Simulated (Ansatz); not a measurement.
Results of revPBE (PAW; Ansatz, a quantum-chemistry and plane-wave program) for L1₂ (Cu3Au-type) Pt3Ti.

Numerical settings: plane-wave cutoff 520 eV, 14×14×14 k mesh, Fermi–Dirac smearing 0.05 eV, no spin polarisation, scalar-relativistic PAW data made under PBE.

Equation-of-state points:

| V (Å³/atom) | E − E_lowest (meV/atom) | P (GPa) |
|---|---|---|
| 14.645 | 44.40 | 16.21 |
| 14.957 | 18.90 | 10.14 |
| 15.269 | 4.52 | 4.76 |
| 15.580 | 0.00 | -0.01 |
| 15.892 | 4.21 | -4.23 |
| 16.204 | 16.13 | -7.96 |
| 16.515 | 34.89 | -11.26 |

Problem. Estimate the bulk modulus and its pressure derivative from these points.

Solution. V0 = 15.580 Å³/atom, B0 = 224 GPa, B′ = 5.1 (fit to the energies at full precision).

Measured, for comparison: equilibrium volume per atom 15.01 Å³/atom (temperature not stated, not corrected to a static lattice; as tabulated in Molecular Dynamics Simulations of PtTi High-Temperature Shape Memory Alloys …). Computed (rounded) less measured: equilibrium volume per atom +3.8 %.

Spin–orbit coupling is not included.
